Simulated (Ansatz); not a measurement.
# How the lattice constant a of NbAg (model structure, Fm-3m, No. 225, 2 atoms in the cell) moves with the method

No measured value is used here.

| level (code) | value (Å) |
|---|---|
| PBE (Ansatz) | 5.460 |
| PBEsol (Ansatz) | 5.381 |
| r²SCAN (Ansatz) | 5.427 |

PBE, PBEsol, r²SCAN: the run has no spin polarisation, so it can have missed a magnetic state. Cutoffs differ between the levels. Ansatz's density-functional and Hartree–Fock values are scalar-relativistic unless marked +SOC, with PAW data made under PBE.

A model structure was made by putting elements into a prototype or built by hand; it is no filed structure, need not be a known phase, and can be a saddle point held by its symmetry.

Ansatz is an electronic-structure program.
